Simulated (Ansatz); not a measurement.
N interstitial started as a split pair with Si in silicon

These are PBE, PAW (plane waves to 420 eV; Ansatz, a quantum-chemistry and plane-wave program) values and carry that method's errors. A 2×2×2 supercell of 64 sites was used; the energies come from a 2×2×2 shifted sampling of its zone. Site at the start: split with Si along <100>. Charged cells carry a point-charge image correction with potential alignment at far atoms. Dielectric constants: PBE linear response of the host. Host gap at this level: 0.61 eV. Finite-size and sampling errors can reach tenths of an eV here. The semilocal functional narrows the gap, so deep levels can fall outside it. Spin–orbit coupling is left out. Each state is the lowest found from its start.

Formation energies E_f are given with the Fermi level at the valence-band maximum. Chemical conditions: impurity bounded by its compound with the host (Δμ(N) = -1.86 eV, bounded by beta Si3N4; only phases computed here count, gases as isolated molecules at 0 K). Reference phases: N: N2 molecule in a box.

The name describes the start; the neighbours show where the added atom ended.

```tsv
charge	moment (μB)	point group	largest move off a lattice site (Å)	neighbours of the added atom at the end (Å)	image correction with alignment (eV)	E_f, impurity bounded by its compound with the host (eV)
+2†	quenched	–	0.34	Si 1.71, Si 1.79, Si 1.79	0.53	–
+1	not spin-polarised	C2v	0.34	Si 1.71, Si 1.80, Si 1.80	0.19	3.05
0	1.0	Cs	0.36	Si 1.74, Si 1.77, Si 1.79	0.00	3.24
−1†	not spin-polarised	–	0.52	Si 1.77, Si 1.77, Si 1.77	0.04	–
```

† Not settled in this cell, so no level is given: charge +2: a level filled in part, carriers not clearly localised, level within 0.1 eV of a band edge or past it; charge −1: level within 0.1 eV of a band edge or past it.

Point groups are those of the whole cell at tolerances of 0.03 and 0.1 Å ("near" where only the looser one holds); none is given for unsettled states.

Starting moments that weren't kept: charge +2 began with 1 μB and ended with 0.0.

Transition levels above the valence-band maximum: ε(+1/0) = 0.19 eV. With a charge missing or unsettled, these needn't be thermodynamic levels.

Flagged in the runs: a strain field that reaches the edge of the cell.
